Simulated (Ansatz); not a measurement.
CsCl-type SmAg

Method: PBEsol in Ansatz (plane waves, PAW).

Run with plane-wave cutoff 500 eV, 16×16×16 k mesh, Fermi–Dirac smearing 0.1 eV, spin-polarised start, scalar-relativistic PAW data made under PBE.

Cell (relaxed at this level):

AgSm is modelled in the cubic space group Pm-3m (No. 221), the CsCl type structure, Pearson symbol cP2. Conventional cell: a = 3.700 Å, b = 3.700 Å, c = 3.700 Å, α = 90.00°, β = 90.00°, γ = 90.00°. Sm on 1b sees 8 Ag at 3.204 Å and 6 Sm at 3.700 Å and 12 Sm at 5.233 Å. Ag on 1a is coordinated by 8 Sm at 3.204 Å and 6 Ag at 3.700 Å. (Neighbours: up to the widest gap in distance over summed covalent radii, below 1.35, at either atom.)

For CsCl-type SmAg, the band gap comes out as zero (no gap).

Note: the magnetic order was assumed, not searched for or taken from measurement; the 4f shell is treated without U or exact exchange, so its levels and filling can be wrong.

Spin–orbit coupling is not included.

Computed values are for the static lattice.

Cost on a shared machine: roughly 2.3 core-minutes.

Ansatz is a quantum-chemistry and plane-wave program.
